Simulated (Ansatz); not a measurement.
# NaF: response to strain

The parent structure is NaF in the rock salt structure (space group Fm-3m, No. 225; a = 4.629 Å).

Strains are applied to the cell and any free atomic positions relax.

Computed with PBEsol (Ansatz, an electronic-structure program), without spin-orbit coupling.

Candidates:
(a) isotropic strain −0.50 %
(b) isotropic strain −2.50 %
(c) isotropic strain +1.50 %

For the base:

```
Quantity    Value
--------  -------
Band gap  6.20 eV
```

Problem. Order them by band gap, lowest first.

Solution. (c) isotropic strain +1.50 % (5.97 eV), (a) isotropic strain −0.50 % (6.28 eV), (b) isotropic strain −2.50 % (6.61 eV)

Stability against distortions was not tested.
